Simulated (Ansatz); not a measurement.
Base system: LiNbO₃ (space group R3c, No. 161).

```
CELL_PARAMETERS angstrom
      2.56838     1.48285     4.62904
     -2.56838     1.48285     4.62904
      0.00000    -2.96571     4.62904
ATOMIC_POSITIONS crystal
  Li 0.70208 0.70208 0.70208
  Li 0.20208 0.20208 0.20208
  Nb 0.98410 0.98410 0.98410
  Nb 0.48410 0.48410 0.48410
  O  0.62226 0.87652 0.26475
  O  0.87652 0.26475 0.62226
  O  0.26475 0.62226 0.87652
  O  0.76475 0.37652 0.12226
  O  0.37652 0.12226 0.76475
  O  0.12226 0.76475 0.37652
```

The values are results of r2SCAN/PAW in Ansatz (a first-principles code), no SOC, earlier PAW set, not measurements.

One change was made to it. Results:

The c/a ratio goes up by 0.0022 (2.703 → 2.706); the lattice parameter a falls by 0.0144 Å, from 5.137 Å to 5.122 Å.

### Question
Which of these changes matches the shifts?
A. pressure −2 GPa
B. pressure 0.9 GPa
C. pressure −1 GPa
D. pressure 15 GPa

### Answer
B, pressure 0.9 GPa. For comparison, the lattice parameter a in the other runs: pressure −2 GPa gives 5.171 Å; pressure −1 GPa gives 5.154 Å; pressure 15 GPa gives 4.955 Å.

Load acts through the strain it causes; cell and atoms are relaxed under it. Stability against distortions was not tested. No other phases were tried under pressure.
